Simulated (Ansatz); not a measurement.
Input and output of a self-consistent single point for ScAu2 (P1, 3 atoms in the cell) (Ansatz, a first-principles code).

Method: LDA (PW92), PAW files made with PBE (plane waves; Ansatz).

The change in words: lattice scaled by 0.98. Reference geometry:
```yaml
crystal:
  lattice:
    - [-1.77209, 1.77209, 4.38851]
    - [1.77209, -1.77209, 4.38851]
    - [1.77209, 1.77209, -4.38851]
  atoms:
    - { symbol: Sc, position: [0.00283, 0.00434, 0.00551] }
    - { symbol: Au, position: [0.65758, 0.66121, 0.99910] }
    - { symbol: Au, position: [0.33959, 0.33445, 0.99540] }
```

Reference input (self-consistent single point, DFT, LDA (PW92), plane waves, PAW files made with PBE): kpoints.mp_grid.grid = 6 6 7; hamiltonian.xc = lda; hamiltonian.pseudopotentials = {kind: paw} (the program's default PAW files); scf.occupations.method = fermi_dirac; scf.occupations.width = 0.1 eV. This run's input differs from it in these lines:

```diff
@@ -3,5 +3,5 @@
   lattice:
-    - [-1.772095, 1.772095, 4.388505]
-    - [1.772095, -1.772095, 4.388505]
-    - [1.772095, 1.772095, -4.388505]
+    - [-1.736653, 1.736653, 4.300735]
+    - [1.736653, -1.736653, 4.300735]
+    - [1.736653, 1.736653, -4.300735]
   atoms:
```

Output, abridged:

```
SCF iter   1: F=—  HF=-27836.280246 eV  |F-HF|=—  |Δ(HF+E_count)|=         —  Δρ=3.64e-1  dr2=1.39e2  ethr=3.10e-3  ⟨swp⟩=4.1  Hψ=12206  notcnv=0
all-band conjugate gradients solve this SCF's bands
preconditioner: auto → Kerker (q_TF=auto, 2.702 Å⁻¹)
SCF iter   2: F=—  HF=-27829.862685 eV  |F-HF|=—  |Δ(HF+E_count)|=    6.42e0  Δρ=2.05e-1  dr2=4.72e1  ethr=3.10e-3  ⟨swp⟩=2.1  Hψ=7137  notcnv=0
   [... lines left out ...]
SCF iter   7: F=—  HF=-27824.473466 eV  |F-HF|=—  |Δ(HF+E_count)|=   3.73e-3  Δρ=7.26e-4  dr2=3.63e-4  ethr=3.31e-5  ⟨swp⟩=1.6  Hψ=4750  notcnv=0
SCF iter   8: F=—  HF=-27824.473381 eV  |F-HF|=—  |Δ(HF+E_count)|=   8.56e-5  Δρ=2.14e-4  dr2=5.27e-5  ethr=7.41e-7  ⟨swp⟩=2.0  Hψ=6015  notcnv=0
SCF iter   9: F=—  HF=-27824.473366 eV  |F-HF|=—  |Δ(HF+E_count)|=   1.45e-5  Δρ=5.67e-5  dr2=3.69e-6  ethr=1.08e-7  ⟨swp⟩=1.8  Hψ=4016  notcnv=0
SCF iter  10: F=-27824.473365 eV  HF=-27824.473365 eV  |F-HF|=2.27e-8  |Δ(HF+E_count)|=   8.39e-7  Δρ=6.65e-6  dr2=3.27e-8  ethr=2.04e-10  ⟨swp⟩=3.9  Hψ=16181  notcnv=0
SCF 1 converged in 10 iterations: F = -27824.473365 eV  dr2 = 3.27e-8
Free energy (F): -27824.473365 eV
Internal energy: -27824.445198 eV  (E = F + TS)
E sigma→0 (E₀):  -27824.459282 eV
Entropy (-TS):   -0.028167 eV (-9.389 meV/atom)
Fermi energy:    18.086504 eV
--- Forces (eV/Å), atoms counted from 1 ---
  atom   1  Sc    -0.11839572    -0.06785818    -0.07820169
  atom   2  Au    -0.01198535     0.06386528     0.48008297
  atom   3  Au     0.13038057     0.00399313    -0.40186826
--- Stress (GPa, compression-positive) ---
        0.397056      -0.021482       0.021418
       -0.021482       0.422847       0.050931
        0.021418       0.050931       1.053207
  P = ⅓ Tr σ = 0.6244 GPa (6.244 kbar)
  The stress holds the Pulay correction. Without it, at fixed plane waves, as pw.x and ABINIT print it: P = 0.5884 GPa
```

The run converged in 10 iterations. Against the reference run the free energy drops by 25.0 meV/atom, the pressure goes from -7.52 to 0.62 GPa and the largest force goes from 0.316 to 0.484 eV/Å.

The starting cell comes from a database of computed structures (which also holds hypothetical and non-ambient phases and stackings), without a prior relaxation at this level. Its atoms were displaced at random from the sites of space group no. 139. For this run, on top of that: lattice scaled by 0.98. Ansatz's pressure includes its estimate of the finite-basis (Pulay) stress.

Keys are those of Ansatz 0.2.
